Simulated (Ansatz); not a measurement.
Functionals compared on SiH3 on the 1x1 (0001) surface of corundum (cut with top plane Al), one in a 1x1 cell, started at the site 'top Al', in Ansatz (plane waves, PAW). The structure was relaxed with PBE; the other rows are single points on it, each with its references at the same level. Cutoff 420 eV (500 eV for r2SCAN). The points keep PBE's geometry, so the relaxation of a polaron and the settling of charge on one site are left out.

Host crystal: corundum, with a band gap (PBE, scalar-relativistic without spin-orbit coupling).

Set-up: 24 atoms, 6.7 Å thick at the start under the adsorbate (thin: gaps and levels are the slab's own); mesh 6x6x1; 0.01 eV smearing; dipole correction on; 9 atoms held, the rest relaxed; start symmetry kept, larger cells not searched; spin-polarised, ending with about 1.0 μB a cell; orders that need a larger cell were not tried, no spin-orbit, no U, no dispersion correction. At the end it is bonded to Al. In PBE it is, or lies within 0.03 eV of, the lowest of the starts that converged. These notes are the PBE run's. RPBE: The program's check for a lower electronic state was not made. r2SCAN: The program's check for a lower electronic state was not made. Adsorption energies are against SiH4(g) − ½ H2(g). A negative adsorption energy means that the adsorbate is more stable on the surface than in its reference.

```
functional  adsorption energy (eV)  gap of the slab on its k-mesh (eV)  highest filled level below the top vacuum level (eV)  magnetic moment of the cell (μB)           rough cost of the single point
----------  ----------------------  ----------------------------------  ----------------------------------------------------  --------------------------------  ---------------------------------------
PBE                           1.30                                0.75                                                  5.28                              1.00                                        –
RPBE                          1.39                                0.77                                                  5.16                              1.00                  roughly 70 core-seconds
r2SCAN                        1.24                                1.17                                                  5.24                              1.00  about 2.1 core-minutes (a rough figure)
```

Ansatz is a first-principles code.
